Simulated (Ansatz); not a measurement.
An Ansatz (a program for electronic structure) run: Re with a change (pressure −1 GPa); r2SCAN in Ansatz (plane waves to 500 eV, PAW, no SOC).

Input:

Ansatz 0.2 input:
```yaml
crystal:
  lattice:
    - [2.7578748638, 0, 0]
    - [-1.3789374319, 2.3883896925, 0]
    - [0, 0, 4.4628449121]
  atoms:
    - { symbol: Re, position: [0.3333333333, 0.6666666667, 0.75] }
    - { symbol: Re, position: [0.6666666667, 0.3333333333, 0.25] }
basis: { ecutwfc: 500, ecutrho_ratio: 4, xc_grid: 4, fft_grid_basis: typed }
kpoints: { mp_grid: { grid: [19, 19, 11] } }
hamiltonian:
  xc: r2scan
  dispersion: none
  pseudopotentials: { kind: paw }
scf: { occupations: { method: fermi_dirac, width: 0.05 } }
relax: { f_tol: 0.01, max_steps: 60, cell: { stress_tol: 0.02, p_target: -1.0 } }
output: { forces: true, stress: true }
checkpoint: { write: state.ck, write_every: 1000 }
```

Output (explanatory and most iteration lines left out):

```
Relaxation: its limit of steps is 60 (relax.max_steps)
Pseudopotential: Re, paw, valence charge 15
Crystal: 2 atoms, lattice volume = 29.396 Å³
Basis set: ecut = 500 eV, 713 PW (Γ), exchange–correlation on 96×96×144 points (64 copies of the dense FFT grid, shifted against one another)
Bands: 19, of which v1, the nominal top of the filled ones, is band 15 counted from 1 (14 counted from 0)
Symmetry: 24 space group operations
Space group: P63/mmc (ITA 194), of the structure as read, at distance tolerance 3.1e-5 Å
k-points: 240 of 3971
Functional: x = r2scan, c = r2scan; τ floored in thin density (d = 2e-4 eV/Å³)
SCF iter   1: F=—  HF=-21761.590629 eV  |F-HF|=—  |Δ(HF+E_count)|=         —  Δρ=9.72e-3  dr2=1.32e-2  dr2_τ=1.67e-1  ethr=1.77e-3  ⟨swp⟩=5.7  Hψ=21720  notcnv=0
SCF iter   2: F=—  HF=-21761.627576 eV  |F-HF|=—  |Δ(HF+E_count)|=   3.69e-2  Δρ=5.80e-3  dr2=4.22e-3  dr2_τ=5.44e-4  ethr=4.39e-5  ⟨swp⟩=2.0  Hψ=9119  notcnv=0  defer=1
SCF 1 converged in 6 iterations: F = -21761.631416 eV  dr2 = 3.01e-9
relax step   1: F+E_penalty+E_count = -21761.63141562 eV  Δ(F+E_penalty+E_count) = +0.000e0 eV  max|allowed force component| = 7.401e-17 eV/Å  Δτ_max = 0.0000 Å  P = -0.004 GPa  Ω = 29.396 Å³  (6 SCF iters, dr2 threshold 1.00e-7 eV, accepted)
[... steps on the carried basis left out ...]
relax step   4: F+E_penalty+E_count = -21761.63117141 eV  Δ(F+E_penalty+E_count) = -1.752e-5 eV  max|allowed force component| = 1.295e-16 eV/Å  Δτ_max = 0.0000 Å  P = -1.010 GPa  Ω = 29.473 Å³  stress off target by 1.35e-2 GPa  SCF on the basis re-selected at this cell (its energy is not comparable with the rows above)  (5 SCF iters)
SCF converged after 5 iterations
Free energy (F): -21761.631171 eV
Internal energy: -21761.618929 eV  (E = F + TS)
E sigma→0 (E₀):  -21761.625050 eV
Entropy (-TS):   -0.012243 eV (-6.121 meV/atom)
Fermi energy:    23.758514 eV
--- Forces (eV/Å), atoms counted from 1 ---
  atom   1  Re     0.00000000     0.00000000     0.00000000
  atom   2  Re    -0.00000000    -0.00000000    -0.00000000
--- Stress (GPa, compression-positive) ---
       -1.013525       0.000000      -0.000000
       -0.000000      -1.013525      -0.000000
       -0.000000      -0.000000      -1.004076
  P = ⅓ Tr σ = -1.0104 GPa (-10.104 kbar)
--- Relaxed structure (3 steps of the walk, 2 accepted, 1 SCFs on fresh bases) ---
  cell:  # Å, volume = 29.4730 Å³
    - [2.7602738657481782, 0.0, 0.0]
    - [-1.3801369328740891, 2.3904672891401995, 0.0]
    - [0.0, 0.0, 4.466733251511899]
  atoms:
    - { symbol: Re, position: [0.3333333333333333, 0.6666666666666666, 0.7499999999999999] }
    - { symbol: Re, position: [0.6666666666666666, 0.3333333333333333, 0.25] }
```

Load acts through the strain it causes; cell and atoms are relaxed under it. Stability against distortions was not tested. The final runs are not spin-polarised. The cell was made from Re in the hcp (Mg type) structure (space group P6_3/mmc, No. 194) by this change: pressure −1 GPa.
